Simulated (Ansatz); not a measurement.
The starting structures come from a database of crystals and need not be the phases stable at ambient conditions.

Crystal: Sb₂O₃ (Fd-3m, not sure to be the ambient phase, 20 atoms a cell, 17.2 Å³ an atom, -2 GPa at this level); planes in its conventional cell.

Computed with r2SCAN (plane waves, PAW; Ansatz, a program for electronic structure).

No gap correction and no spin-orbit coupling; mid-gap values are interpolated between computed energies.

```tsv
plane	area of the cell (Å²)	mid-gap κ (1/Å)	largest κ in the gap (1/Å)
(001)	61.8	0.40	0.40
(111)	53.5	…	…
```

**Question.** The slowest decay depends on the direction. Supply the withheld values.

**Answer.** 
- (111), mid-gap κ (1/Å): 0.36
- (111), largest κ in the gap (1/Å): 0.36
